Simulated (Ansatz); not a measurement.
The reference is ZrB$_{2}$ (space group P6/mmm, No. 191; relaxed with 0.1 eV smearing).

ZrB2 has the hexagonal space group P6/mmm (No. 191), Pearson symbol hP3. Conventional cell: a = 3.155 Å, b = 3.155 Å, c = 3.506 Å, α = 90.00°, β = 90.00°, γ = 120.00°. Zr on 1a is coordinated by 12 B at 2.528 Å. B on 2d is surrounded by 3 B at 1.822 Å and 6 Zr at 2.528 Å. (Neighbours: up to the widest gap in distance over summed covalent radii, below 1.35, at either atom; cation-cation and far metal-metal contacts left out.)

The values are results of PBEsol (Ansatz, an electronic-structure program, PAW, no spin-orbit coupling), not measurements.

Strains are applied to the cell and any free atomic positions relax.

One change was made to it. Results:

```csv
quantity,base,after
energy relative to the base (free energy F),0 meV/atom,+70 meV/atom
"pressure (mean of the normal stresses, compression positive)",0.0 GPa,27.3 GPa
```

Q: What was done to the base?
(A) isotropic strain −3.00 %
(B) isotropic strain −2.50 %
(C) isotropic strain −2.00 %
(D) isotropic strain +2.00 %

A: A, isotropic strain −3.00 %. For comparison, the energy relative to the base in the other runs: isotropic strain −2.50 % gives +48 meV/atom; isotropic strain −2.00 % gives +30 meV/atom; isotropic strain +2.00 % gives +27 meV/atom.

Whether these cells are dynamically stable was not tested. The final runs are not spin-polarised.
